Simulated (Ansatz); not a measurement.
Input and output of a relaxation of cell and atoms for SnO (P4/nmm, 4 atoms in the cell) (Ansatz, a first-principles code).

Method of the run: PBEsol, PAW files made with PBE (plane waves; Ansatz).

The change in words: atoms on their sites; basis.ecutwfc: 30.9 Ry → 15.4 Ry; relax: default → cell and atoms. Reference geometry:
```
SnO
1.0
    3.78100     0.00000     0.00000
    0.00000     3.78100     0.00000
    0.00000     0.00000     4.81580
Sn O
2 2
Direct
  0.50000   0.00000   0.77238
  0.00000   0.50000   0.23800
  0.50000   0.50000   0.00000
  0.00000   0.00000   0.00000
```

Reference input (self-consistent single point, DFT, PBEsol, plane waves, PAW files made with PBE): basis.ecutwfc = 30.9 Ry; kpoints.mp_grid.grid = 7 7 5; hamiltonian.xc = pbesol; hamiltonian.pseudopotentials = {kind: paw} (the program's default PAW files); scf.occupations.method = fermi_dirac; scf.occupations.width = 0.0015 Ry. This run's input differs from it in these lines:

Ansatz 0.2 input:
```diff
@@ -7,3 +7,3 @@
   atoms:
-    - { symbol: Sn, position: [0.50000000, 0.00000000, 0.77238200] }
+    - { symbol: Sn, position: [0.50000000, 0.00000000, 0.76200000] }
     - { symbol: Sn, position: [0.00000000, 0.50000000, 0.23800000] }
@@ -12,3 +12,3 @@
 basis:
-  ecutwfc: 30.9 Ry
+  ecutwfc: 15.4 Ry
 kpoints:
@@ -20,2 +20,4 @@
   occupations: { method: fermi_dirac, width: 0.0015 Ry }
+relax:
+  cell: {}
 output:
```

Output, abridged:

```
   [... SCF lines of the steps left out ...]
relax step   1: F+E_penalty+E_count = -13009.22010894 eV  Δ(F+E_penalty+E_count) = +0.000e0 eV  max|allowed force component| = 2.326e-1 eV/Å  Δτ_max = 0.0000 Å  P = +2.484 GPa  Ω = 68.846 Å³  (8 SCF iters, dr2 threshold 1.00e-7 eV, accepted)
relax step   2: F+E_penalty+E_count = -13008.07305161 eV  Δ(F+E_penalty+E_count) = +1.147e0 eV  max|allowed force component| = 9.229e-3 eV/Å  Δτ_max = 0.0001 Å  P = -9.967 GPa  Ω = 70.151 Å³  energy of the carried Pulay correction = -1.058e0 eV  (6 [...]
   [... lines left out ...]
relax step 120: F+E_penalty+E_count = -13009.40167413 eV  Δ(F+E_penalty+E_count) = -9.726e-2 eV  max|allowed force component| = 1.254e-3 eV/Å  Δτ_max = 0.0017 Å  P = +0.007 GPa  Ω = 67.944 Å³  energy of the carried Pulay correction = +9.689e-2 eV  [...]
relax step 121: F+E_penalty+E_count = -13009.28728159 eV  Δ(F+E_penalty+E_count) = +1.144e-1 eV  max|allowed force component| = 1.947e-2 eV/Å  Δτ_max = 0.0000 Å  P = -0.284 GPa  Ω = 67.944 Å³  stress off target by 7.44e-1 GPa  SCF on the basis [...]
basis re-selected at this cell: Δ(F+E_penalty+E_count) = +1.144e-1 eV, ΔP = -0.291 GPa vs the last step
   [... lines left out ...]
Free energy (F): -13009.287282 eV
Fermi energy:    10.222666 eV
Error: variable-cell relaxation did not converge after 121 `relax_step` rows, as none of its last 40 fresh-basis SCF(s) at a relaxed cell met both thresholds with a finite energy. The last misses `relax.f_tol` and `relax.cell.stress_tol`: largest allowed force component 1.95e-2 eV/Å (`relax.f_tol` 1.00e-2 eV/Å), stress off the target on the free part of the cell 7.44e-1 GPa (`relax.cell.stress_tol` 5.00e-2 GPa), F+E_penalty+E_count -13009.28728159 eV. The closest is row 48, whose structure comes with this error. Larger ratio of force or stress to its threshold at each such SCF whose figures are numbers: 44.286, 32.193, 28.002, 23.226, 20.382, 17.528, 14.083, 15.130, 10.130, [...]
   [... lines left out ...]
to start a new deck from the relaxed geometry:
  cell:  # Å, volume = 69.5427 Å³
    - [3.8430309655537425, 3.747776570092924e-35, 0.0]
    - [3.747776570092924e-35, 3.8430309655537425, 0.0]
    - [0.0, 0.0, 4.7087332525377565]
  atoms:
    - { symbol: Sn, position: [0.5000000000000001, 3.9794572045821956e-37, 0.7607069712215773] }
    - { symbol: Sn, position: [-3.181234050459947e-36, 0.5000000000000001, 0.23929302877842304] }
    - { symbol: O, position: [0.5000000000000001, 0.5000000000000001, 1.4070899078097844e-21] }
    - { symbol: O, position: [3.178125099518867e-36, -1.1938371613746587e-36, 1.4070899078109841e-21] }
```

The relaxation ended unconverged.  The full log also holds: “iter 3 did not close the SCF: its close was put off for the readings that it lacked (scf_convergence_deferred on its scf_iter line)”. The full log also holds: “iter 4 did not close the SCF: its close was put off for the readings that it lacked (scf_convergence_deferred on its scf_iter line)”.

The starting cell has typed, rounded lattice constants, without a prior relaxation at this level. Its lattice was rescaled by up to half a per cent. The cutoff lies below the one recommended for these files.

Cost on one core of a shared machine: roughly 2 min.
